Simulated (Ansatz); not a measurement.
**LiH (model structure, started from the CsCl type, Pm-3m, No. 221, 2 atoms in the cell)**

Calculation: G0W0@PBEsol (Ansatz, a quantum-chemistry and plane-wave program, plane waves, hard PAW, contour deformation, complete-basis limit).

Numerical settings: largest k mesh 12×12×12 (not extrapolated in the mesh).

Cell (relaxed with PBEsol):

Space group Pm-3m (No. 221); a = 2.491 Å, b = 2.491 Å, c = 2.491 Å, α = 90.00°, β = 90.00°, γ = 90.00°

```
atom  site  symmetry       x       y       z
----  ----  --------  ------  ------  ------
Li      1a      m-3m  0.0000  0.0000  0.0000
H       1b      m-3m  0.5000  0.5000  0.5000
```

```yaml
band_gap: 2.28 eV (indirect)
```

Note: the relaxation could raise the start's symmetry but not lower it, so the cell can be a saddle point; the gap holds a correction of +0.33 eV to the complete basis.

A model structure was made by putting elements into a prototype or built by hand; it is no filed structure, need not be a known phase, and can be a saddle point held by its symmetry.
